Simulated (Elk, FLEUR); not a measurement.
A FLEUR input for a self-consistent single point of AlSn (P-6m2, 2 atoms in the cell) (DFT, LDA (Perdew-Zunger), all-electron FLAPW (FLEUR), scalar-relativistic valence):

Input of the input generator:

```
AlSn
&input film=f /
7.7746133021 -0.0000000803 0.0000000000
-3.8873065815 6.7330126644 0.0000000000
0.0000000000 0.0000000000 6.1240600185
1.0
1.0 1.0 1.0

2
13 -0.0000001667 0.0000001667 0.0000000000
50 0.3333331667 0.6666668333 0.5000000000

&comp jspins=1 /
&exco xctyp='pz' /
&kpt div1=7 div2=7 div3=8 gamma=t /
&end /
```

```xml
<?xml version="1.0" encoding="UTF-8" standalone="no"?>
<fleurInput fleurInputVersion="0.39">
   <comment>
      AlSn                                                                                                
   </comment>
   <calculationSetup>
      <cutoffs Kmax="4.0" Gmax="16.0" GmaxXC="16.0" numbands="0"/>
      <scfLoop itmax="60" minDistance="0.00001" maxIterBroyd="15" imix="Anderson" alpha="0.05" precondParam="0.0" spinf="2.0"/>
      <coreElectrons ctail="T" frcor="F" kcrel="0" coretail_lmax="0"/>
      <xcFunctional name="pz" relativisticCorrections="F"/>
      <magnetism jspins="1"/>
      <soc l_soc="F" theta="0.0" phi="0.0" spav="F"/>
      <expertModes spex="0" secvar="F"/>
      <geometryOptimization l_f="T" forcealpha="1.0" forcemix="BFGS" epsdisp="0.00001" epsforce="0.00001"/>
      <ldaU l_linMix="F" mixParam="0.05" spinf="1.0"/>
   </calculationSetup>
   <cell>
      <bzIntegration valenceElectrons="17.0" mode="gauss" fermiSmearingEnergy="0.00367493">
         <kPointListSelection listName="default-1"/>
         <!-- k-points included here -->
         <xi:include xmlns:xi="http://www.w3.org/2001/XInclude" href="kpts.xml"> </xi:include>
      </bzIntegration>
      <!-- symmetry operations included here -->
      <xi:include xmlns:xi="http://www.w3.org/2001/XInclude" href="sym.xml"> </xi:include>
      <bulkLattice scale="1.0">
         <bravaisMatrix>
            <row-1>    7.7746133020999997    -0.0000000803000000     0.0000000000000000</row-1>
            <row-2>   -3.8873065814999999     6.7330126644000003     0.0000000000000000</row-2>
            <row-3>    0.0000000000000000     0.0000000000000000     6.1240600184999998</row-3>
         </bravaisMatrix>
      </bulkLattice>
   </cell>
   <atomSpecies>
      <species name="Aluminum (Al)" element="Al" atomicNumber="13">
         <mtSphere radius="2.00" gridPoints="705" logIncrement="0.016"/>
         <atomicCutoffs lmax="8" lnonsphr="6"/>
         <electronConfig flipSpins="F">
            <coreConfig>(1s1/2) (2s1/2) (2p1/2) (2p3/2)</coreConfig>
            <valenceConfig>(3s1/2) (3p1/2) (3p3/2)</valenceConfig>
            <stateOccupation state="(3p1/2)" spinUp="0.1666666666667" spinDown="0.1666666666667"/>
            <stateOccupation state="(3p3/2)" spinUp="0.3333333333333" spinDown="0.3333333333333"/>
         </electronConfig>
         <energyParameters s="3" p="3" d="3" f="4"/>
      </species>
      <species name="Tin (Sn)" element="Sn" atomicNumber="50">
         <mtSphere radius="2.63" gridPoints="925" logIncrement="0.014"/>
         <atomicCutoffs lmax="10" lnonsphr="8"/>
         <electronConfig flipSpins="F">
            <coreConfig>(1s1/2) (2s1/2) (2p1/2) (2p3/2) (3s1/2) (3p1/2) (3p3/2) (4s1/2) (3d3/2) (3d5/2) (4p1/2) (4p3/2)</coreConfig>
            <valenceConfig>(5s1/2) (4d3/2) (4d5/2) (5p1/2) (5p3/2)</valenceConfig>
            <stateOccupation state="(5p1/2)" spinUp="0.3333333333333" spinDown="0.3333333333333"/>
            <stateOccupation state="(5p3/2)" spinUp="0.6666666666667" spinDown="0.6666666666667"/>
         </electronConfig>
         <energyParameters s="5" p="5" d="5" f="4"/>
         <lo type="SCLO" l="2" n="4" eDeriv="0"/>
      </species>
   </atomSpecies>
   <atomGroups>
      <atomGroup species="Aluminum (Al)">
         <relPos label="                   1">.0000000000 .0000000000 .0000000000</relPos>
         <force calculate="T" relaxXYZ="TTT"/>
      </atomGroup>
      <atomGroup species="Tin (Sn)">
         <relPos label="                   2">1.000/3.000 -1.000/3.000 1.000/2.000</relPos>
         <force calculate="T" relaxXYZ="TTT"/>
      </atomGroup>
   </atomGroups>
   <output dos="F" band="F" slice="F">
      <checks vchk="F" cdinf="F"/>
      <bandDOS minEnergy="-.5*Htr" maxEnergy="0.5*Htr" sigma="0.015" storeEVData="T"/>
      <vacuumDOS vacdos="F" integ="F" star="F" nstars="0" locx1="0.0" locy1="0.0" locx2="0.0" locy2="0.0" nstm="0" tworkf="0.0"/>
      <unfoldingBand unfoldBand="F" supercellX="1" supercellY="1" supercellZ="1"/>
      <plotting iplot="0" polar="F">
         <plot TwoD="T" vec1="  1.0  0.0  0.0" vec2="  0.0  1.0  0.0" vec3="  0.0  0.0  1.0" zero="  0.0  0.0  0.0" file="plot"/>
      </plotting>
      <chargeDensitySlicing numkpt="0" minEigenval="0.0" maxEigenval="0.0" nnne="0" pallst="F"/>
      <specialOutput eonly="F"/>
      <magneticCircularDichroism mcd="F" energyLo="-10.0" energyUp="0.0"/>
   </output>
  <!-- We include the file relax.xml here to enable relaxations (see documentation) -->
  <xi:include xmlns:xi="http://www.w3.org/2001/XInclude" href="relax.xml"> <xi:fallback/> </xi:include>
</fleurInput>
```

Give the Elk input for the same structure, mesh, smearing and functional.

This is the input that was run; spellings and numerical settings could be chosen otherwise.

```
tasks
  0

xctype
  3

rgkmax
  7.0

stype
  0

swidth
  0.00367493

avec
    7.7746133021   -0.0000000803    0.0000000000
   -3.8873065815    6.7330126644    0.0000000000
    0.0000000000    0.0000000000    6.1240600185

sppath
  './'

atoms
  2   : nspecies
  'Al.in'   : spfname
  1   : natoms; atposl, bfcmt below
  0.0000000000  0.0000000000  0.0000000000    0.0 0.0 0.0
  'Sn.in'   : spfname
  1   : natoms; atposl, bfcmt below
  0.3333333333  0.6666666667  0.5000000000    0.0 0.0 0.0

ngridk
  7 7 8
```

Basis, cutoffs, solver keys and any potentials are the target program's own. This input uses DFT, LDA (PW92), all-electron FP-LAPW, Elk's shipped species files, default APW+lo basis. LDA parametrisations can differ slightly between programs.

The starting cell comes from a database of computed structures (which also holds hypothetical and non-ambient phases and stackings), without a prior relaxation at this level. For this run, on top of that: lattice scaled by 0.98.
